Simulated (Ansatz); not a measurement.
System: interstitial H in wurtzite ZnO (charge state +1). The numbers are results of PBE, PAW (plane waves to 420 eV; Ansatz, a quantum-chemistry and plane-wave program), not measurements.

Settings: 72 host sites, the relaxed PBE lattice, one k-point at (0.125, 0.250, 0.250), smearing 0.01 eV, spin-restricted, no image-charge correction. Energies are static. The charge state is imposed; whether it is stable for some Fermi level was not computed. Sites that were not tried may lie lower.

Barriers: single points on a 2×2×2 k-point mesh shifted by half a step along c at the bands' geometries.

The step: several atoms move together, H the farthest. Atoms about the jump, Cartesian Å from the middle of the jump, before and after:

```csv
atom,x0,y0,z0,x1,y1,z1
H1,0.01,0.68,-0.15,-0.01,-0.68,0.15
O2,0.01,0.67,0.82,0.00,0.27,0.43
Zn3,0.00,0.68,-2.26,0.00,0.71,-1.65
Zn4,1.75,-0.34,1.30,1.83,-0.31,1.30
Zn5,-1.74,-0.34,1.30,-1.82,-0.31,1.31
O6,1.64,-2.16,0.56,1.64,-2.16,0.55
O7,-1.63,-2.16,0.56,-1.62,-2.15,0.55
O8,1.67,-0.29,-2.13,1.65,-0.27,-2.11
O9,-1.66,-0.29,-2.13,-1.65,-0.27,-2.11
Zn10,1.64,-2.17,-1.44,1.65,-2.17,-1.47
Zn11,-1.63,-2.17,-1.44,-1.65,-2.17,-1.48
Zn12,0.01,-3.13,1.20,0.01,-3.13,1.22
Zn13,0.01,2.69,1.31,0.01,2.87,1.30
O14,0.00,-3.11,-2.08,0.00,-3.10,-2.08
O15,3.28,0.67,0.56,3.31,0.69,0.54
O16,-3.26,0.67,0.56,-3.30,0.69,0.54
```

Give the saddle-point geometry and the barrier.


```tsv
atom	x	y	z
H1	0.02	-0.35	0.00
O2	0.00	0.45	0.57
Zn3	0.00	0.77	-1.83
Zn4	1.82	-0.32	1.33
Zn5	-1.80	-0.32	1.33
O6	1.64	-2.15	0.56
O7	-1.63	-2.15	0.56
O8	1.63	-0.25	-2.10
O9	-1.64	-0.26	-2.10
Zn10	1.64	-2.15	-1.46
Zn11	-1.64	-2.15	-1.46
Zn12	0.01	-3.11	1.21
Zn13	0.01	2.70	1.22
O14	0.00	-3.10	-2.08
O15	3.30	0.68	0.56
O16	-3.29	0.68	0.56
```
It lies 0.22 eV above the start and 0.050 eV above the end. The check of the saddle point's order was inconclusive, and it lies on a symmetry element of the cell, where a band can be held.
